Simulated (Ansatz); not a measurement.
# Effect of pressure 3 GPa on KZnF3

Base system: KZnF3 in the cubic perovskite structure (space group Pm-3m, No. 221; a = 4.052 Å).

Now apply this change: cell and atoms relaxed at a pressure of 3 GPa.

Computed with DFT with PBEsol, PAW potentials and a 420 eV plane-wave cutoff in Ansatz (a quantum-chemistry and plane-wave program), no spin-orbit coupling. k-mesh 8×8×8 (Γ-centred); smearing 0.05 eV (Fermi–Dirac).

| quantity | base | changed | shift |
|---|---|---|---|
| density | 4.03 g/cm³ | 4.17 g/cm³ | +0.14 g/cm³ |
| enthalpy H = E + PV relative to the base's energy | – | +0.24 eV/atom | – |
| band gap | 3.71 eV | 3.80 eV | +0.09 eV |
| gap character | indirect, R → Γ | indirect, M → Γ | – |
| smallest direct gap | 5.52 eV | 5.81 eV | +0.29 eV |
| electron mass | 0.44 mₑ (at Γ) | 0.44 mₑ (at Γ) | – |

Cost of the whole job for the changed cell (relaxation, final SCF and bands): about 29 core-seconds (a rough figure).

Load acts through the strain it causes; cell and atoms are relaxed under it. Masses are band curvatures over ±0.01 Å⁻¹ around the edge. No phonon test of stability was made. Many cubic perovskites are stable only at high temperature; tilts and polar distortions were not tested.
